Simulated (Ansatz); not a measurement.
The starting structures come from a database of crystals and need not be the phases stable at ambient conditions.

Inside the gap of an insulator the Bloch states are evanescent, with a wavenumber k + iκ along the transport direction.

Input:

```
CELL_PARAMETERS angstrom
      5.75023     0.00000     0.00000
     -2.87512     9.84125     0.00000
      0.00000     0.00000     7.86322
ATOMIC_POSITIONS crystal
  Rb 0.51437 0.63232 0.25000
  Rb 0.88205 0.36768 0.75000
  Ta 0.56141 0.21206 0.25000
  Ta 0.34935 0.78794 0.75000
  Cu 0.44101 0.00000 0.50000
  Cu 0.44101 0.00000 0.00000
  Cu 0.85167 0.79150 0.75000
  Cu 0.06017 0.20850 0.25000
  Se 0.90966 0.41068 0.25000
  Se 0.49898 0.58932 0.75000
  Se 0.69775 0.99392 0.75000
  Se 0.70383 0.00608 0.25000
  Se 0.10406 0.79050 0.00277
  Se 0.31356 0.20950 0.99723
  Se 0.10406 0.79050 0.49723
  Se 0.31356 0.20950 0.50277
```

Space group of this cell: Ama2. The cell is taken as given; by PBEsol its mean pressure is -2.5 GPa.

Transport runs along the normal of the first two printed cell vectors.

The gap is the functional's own, uncorrected, and κ follows it; spin-orbit coupling is left out. Mid-gap values are interpolated between the computed energies.

Compute, with PBEsol (Ansatz, an electronic-structure program), the band gap and the smallest decay constant κ at mid-gap.

Gap 1.70 eV on a 6×6×4 mesh; κ = 0.225 1/Å, at the zone centre.
